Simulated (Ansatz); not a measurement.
A set of related cells and their density of states at the Fermi level.

Cell A: Al (fcc, Fm-3m), 1 atom in the cell, k-point mesh 26×26×26 on the run's own vectors.
```cif
data_Al
_chemical_formula_sum 'Al1'
_space_group_name_H-M_alt 'P 1'
_space_group_IT_number 1
_cell_length_a 2.85775
_cell_length_b 2.85775
_cell_length_c 2.85775
_cell_angle_alpha 60.000
_cell_angle_beta 60.000
_cell_angle_gamma 60.000
loop_
_space_group_symop_operation_xyz
  'x, y, z'
loop_
_atom_site_label
_atom_site_type_symbol
_atom_site_fract_x
_atom_site_fract_y
_atom_site_fract_z
_atom_site_occupancy
Al1 Al 0.00000 0.00000 0.00000 1
```

Cell B: Pb (fcc, Fm-3m), 1 atom in the cell, k-point mesh 20×20×20 on the run's own vectors.
Pb is taken in the cubic space group Fm-3m (No. 225), the fcc (Cu type) structure, Pearson symbol cF4. Cell: a = b = c = 5.042 Å, α = β = γ = 90.00°. Pb on 4a is coordinated by 12 Pb at 3.565 Å (cuboctahedral). (Neighbours: up to the widest gap in distance over summed covalent radii, below 1.35, at either atom.)
(The calculation used a cell of 1 atom; values per cell refer to that cell.)

Cell C: Nb (bcc, Im-3m), 1 atom in the cell; spin state with PBE: run without spin, k-point mesh 26×26×26 on the run's own vectors.
```yaml
crystal:
  lattice:
    - [-1.65571, 1.65571, 1.65571]
    - [1.65571, -1.65571, 1.65571]
    - [1.65571, 1.65571, -1.65571]
  atoms:
    - { symbol: Nb, position: [0.00000, 0.00000, 0.00000] }
```

Computed with Ansatz (plane waves, PAW), its default PAW set, cutoff 420 eV, 500 eV for r2SCAN. The structures are at rest with PBE; other levels are single points on them. Neutral cells; Fermi-Dirac smearing of at most 0.10 eV in the solids, energies taken to zero width. The lattices are those relaxed with PBE, so at other levels the solids can be strained, which adds to the spread. Spin-orbit coupling is left out. A dispersion term ran beside these levels; it doesn't touch the electrons. Both spins, broadened by a Gaussian of 0.2 eV on the run's mesh.

### Question
Give the density of states at the Fermi level (states/eV per atom) at the level PBE, cell by cell.

### Answer
```json
[
 {"cell": "A", "PBE": "0.38"},
 {"cell": "B", "PBE": "0.52"},
 {"cell": "C", "PBE": "1.5"}
]
```

With PBE the value is lowest for A and highest for C.

### Question
And at the other levels?

### Answer
```tsv
system	r2SCAN
A	0.35
B	0.50
C	1.4
```

With r2SCAN the value is lowest for A and highest for C.

Ansatz is a quantum-chemistry and plane-wave program.
